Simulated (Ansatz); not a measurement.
**Element substitutions in Lu**

Start from Lu in the hcp (Mg type) structure (space group P6_3/mmc, No. 194; a = 3.4450 Å, c = 5.3487 Å).

Each row replaces one element on all its sites; cell and atoms are relaxed.

Level of theory: PBEsol (Ansatz, a first-principles code), no spin-orbit coupling, earlier PAW set.

Candidates:
(a) Lu → Sc
(b) Lu → Gd
(c) Lu → Sr

For the base:

```
Property           Result
---------------  --------
Volume per atom  27.49 Å³
```

Question: Order them by volume per atom, lowest first.

Answer: (a) Lu → Sc (23.65 Å³), (b) Lu → Gd (31.34 Å³), (c) Lu → Sr (52.34 Å³)

The magnetic state is the one reached from the starting moments; the real material's order can differ, and small cells can't hold many antiferromagnetic ones. The state of the 4f shell was not checked for lower solutions. Stability against distortions was not tested. Spin-polarised in the final run: Gd; the other runs are not. This is not the structure that Sr has at room temperature and ambient pressure.
